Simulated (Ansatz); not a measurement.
Structures of equal composition on the (111) surface of fcc Rh: a pseudomorphic layer of Ti in the host's stacking; a pseudomorphic layer of Ti in the other hollow. The slabs share one bottom face, and each structure is named by its start. These are constructed structures in small cells; real faces may alloy, dewet or reconstruct in larger ones, and not all known structures of the face are among them. Slabs of about 11 Å, Fermi-Dirac smearing of 0.1 eV. Bottom of the slabs: a bare face, its two planes held. Relaxed from the named starts with such symmetry as they have, on meshes of like density; energies extrapolated to zero smearing; spin only where a row says so; no spin-orbit coupling, no U. Brackets mark spin-polarised runs, whose order is one that fits the cell.

All values below come from PBE (plane waves to 420 eV, PAW; Ansatz, a program for electronic structure).

Question: Put the candidates in order of energy per 1x1 cell, lowest first, for PBE.

Answer: a pseudomorphic layer of Ti in the other hollow (0.000 eV), a pseudomorphic layer of Ti in the host's stacking (0.028 eV)
